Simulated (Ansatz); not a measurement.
Response to strain in Ti3GeC2

The reference is Ti₃GeC₂ (space group P6_3/mmc, No. 194; a = 3.0649 Å, c = 17.6996 Å; a cell from a computed database, its experimental status unchecked). Axes: x lies along a and z along c of the hexagonal cell.

Strains are applied to the cell and any free atomic positions relax; under biaxial strain the out-of-plane vector relaxes too.

Computed with Kohn–Sham DFT with the PBEsol functional, run in Ansatz (an electronic-structure program) with PAW and 420 eV plane waves, no spin-orbit coupling.

Notes on the quantities. pressure: mean of the normal stresses, compression positive.

| case | pressure | shortest interatomic distance |
|---|---|---|
| base | 0.0 GPa | 2.074 Å |
| biaxial strain +1.14 %, plane normal [001], relaxed out of plane | -3.0 GPa | 2.085 Å |
| uniaxial strain ε_xx = −0.29 % | 0.6 GPa | 2.071 Å |
| uniaxial strain ε_yy = −0.23 % | 0.5 GPa | 2.071 Å |
| uniaxial strain ε_zz = −2.62 % | 5.3 GPa | 2.065 Å |

Without a gap, meshes like the base's 14×14×3 leave anisotropic stresses uncertain by several tenths of a GPa, and small strain energies with them. Whether these cells are dynamically stable was not tested. All final runs are without spin polarisation.
